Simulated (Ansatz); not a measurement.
Levels about the gap of amorphous hafnium silicate (Si20Hf4O48) (72 atoms in a cell of 1084 Å³, 3.13 g/cm³; zone centre alone, so wide bands show as single levels with stretches between that a denser mesh fills), at the geometry that PBE relaxed, where it gives 0.0 GPa on a denser mesh. The participation number counts the atoms over which a state spreads; weights are charges in smoothed Voronoi cells. The levels come from a single point, so bond lengths are those of that geometry. Method of the levels: PBE, scalar-relativistic without spin-orbit coupling (Ansatz, a quantum-chemistry and plane-wave program). Sampling: the zone centre alone; Fermi-Dirac width 0.02 eV; no spin polarisation. At PBE the levels at both edges of the gap are localised (band-tail or defect states), and the nearest spread-out levels lie 5.2 eV apart at the zone centre.

Preparation: random packing, a CHGNet melt and quench, and a DFT relaxation. O atoms were pushed apart under 1.9 Å during the dynamics, to hinder bonds among them. The hot cell started wider than the set density and was brought back towards it in steps. It is the lowest in DFT energy of 2 quenches. It is a model cell: composition and starting density were chosen by hand, and all elements were melted together. No dispersion term was used. Its density started from a set value of 3.33 and ended at 3.13 g/cm³. Cooling (nominally 470 K/ps over its main leg) ran many orders faster than in experiment, which tends to leave more defects and strain. One small periodic cell is one sample of the glass; other quenches scatter about these values. Volume and shape were free in the relaxation.

```
E - E(highest filled), eV  filling  participation number        largest on  weight O  weight Hf  weight Si
-------------------------  -------  --------------------  ----------------  --------  ---------  ---------
-0.96                       filled                  12.1   O, 2 neighbours      0.95       0.01       0.04
-0.94                       filled                  18.6   O, 2 neighbours      0.96       0.01       0.03
-0.87                       filled                   8.2   O, 2 neighbours      0.95       0.01       0.04
-0.70                       filled                   6.2   O, 2 neighbours      0.95       0.01       0.04
-0.58                       filled                   8.0   O, 2 neighbours      0.96       0.01       0.04
-0.41                       filled                   7.1   O, 2 neighbours      0.96       0.01       0.03
0.00                        filled                   4.0   O, 2 neighbours      0.95       0.00       0.04
3.45                         empty                   5.9  Hf, 6 neighbours      0.41       0.56       0.03
4.25                         empty                   7.8  Hf, 6 neighbours      0.42       0.50       0.08
4.33                         empty                  14.1  Hf, 6 neighbours      0.55       0.33       0.12
4.42                         empty                   8.9  Hf, 5 neighbours      0.40       0.54       0.06
4.62                         empty                   7.5  Hf, 6 neighbours      0.38       0.57       0.05
4.71                         empty                   7.4  Hf, 6 neighbours      0.36       0.60       0.04
4.90                         empty                   4.3  Hf, 6 neighbours      0.37       0.58       0.05
```

Most localised among these is the filled level at +0.00 eV, on a O atom, which has 2 neighbours (Si 1.59 Å, Hf 2.12 Å).
